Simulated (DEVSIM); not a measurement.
Device: Ru/Si3N4/n-Ge capacitor, at 400 K.

Layer 1 from the left is Si3N4, thickness (nm) 27.0. Layer 2 from the left is Ge, thickness (nm) 6300, Nd (cm⁻³) 8.8e15.

Metal gate on the left, work function 4.7 eV. Fixed charge at the semiconductor interface -9.2e10 cm⁻² (in units of +e); no interface traps.

This is a model device: material constants are rounded textbook-type values typed into the input, and sizes, dopings and lifetimes were drawn at random. Values at 300 K; Nc and Nv go as T^1.5, mobilities as T to minus their exponent, the gap by Varshni's rule with the affinity fixed.

Si3N4: gap (eV) 5.1, affinity (eV) 2.1, permittivity 7.5. Ge: gap (eV) 0.664, affinity (eV) 4, permittivity 16, Nc (cm⁻³) 1.04e19, Nv (cm⁻³) 6e18, Varshni α (eV/K) 0.000477, Varshni β (K) 235.

Problem. Estimate by hand the flat-band voltage, the threshold voltage, and compare with a numerical solution.

Solution. 
- Flat-band voltage: C = 0.246 μF/cm², work-function difference 0.442 V; VFB = φms − qNf/C = 0.50 V; numerical 0.50 V.
- Threshold voltage: φF = 0.064 V, depletion charge √(4εqNφF) = 2.25e-8 C/cm²; VT = VFB − 2φF − Qd/C = 0.28 V; numerical 0.28 V.

DEVSIM, 1D Poisson equation in equilibrium, Boltzmann statistics, complete ionisation; no quantum confinement or tunnelling. Metal contacts follow the ideal Schottky-Mott rule: no Fermi-level pinning, no interface dipoles.
